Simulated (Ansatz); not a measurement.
Start from KI in the rock salt structure (space group Fm-3m, No. 225).

```yaml
crystal:
  lattice:
    - [0.00000, 3.50280, 3.50280]
    - [3.50280, 0.00000, 3.50280]
    - [3.50280, 3.50280, 0.00000]
  atoms:
    - { symbol: K, position: [0.00000, 0.00000, 0.00000] }
    - { symbol: I, position: [0.50000, 0.50000, 0.50000] }
```

Cartesian axes are those of the cell as printed.

Computed with PBEsol (Ansatz, an electronic-structure program, PAW, no spin-orbit coupling).

Strains are applied to the cell and any free atomic positions relax; under biaxial strain the out-of-plane vector relaxes too.

One change was made to it. Results:

```csv
quantity,base,after
"valence-band top at Γ (three highest levels, from the VBM)","0.00, 0.00, 0.00 eV","0.00, 0.00, -0.10 eV"
energy relative to the base (free energy F),0 meV/atom,+1.2 meV/atom
band gap,3.87 eV,3.86 eV
```

Name the change that was made.
A. biaxial strain +1.25 %, plane normal [111], relaxed out of plane
B. biaxial strain −2.50 %, plane normal [111], relaxed out of plane
C. biaxial strain −1.67 %, plane normal [111], relaxed out of plane

C, biaxial strain −1.67 %, plane normal [111], relaxed out of plane. For comparison, the valence-band top at Γ in the other runs: biaxial strain +1.25 %, plane normal [111], relaxed out of plane gives 0.00, -0.07, -0.07 eV; biaxial strain −2.50 %, plane normal [111], relaxed out of plane gives 0.00, 0.00, -0.16 eV.

With I present, leaving out spin-orbit coupling can change the band edges. Whether these cells are dynamically stable was not tested.
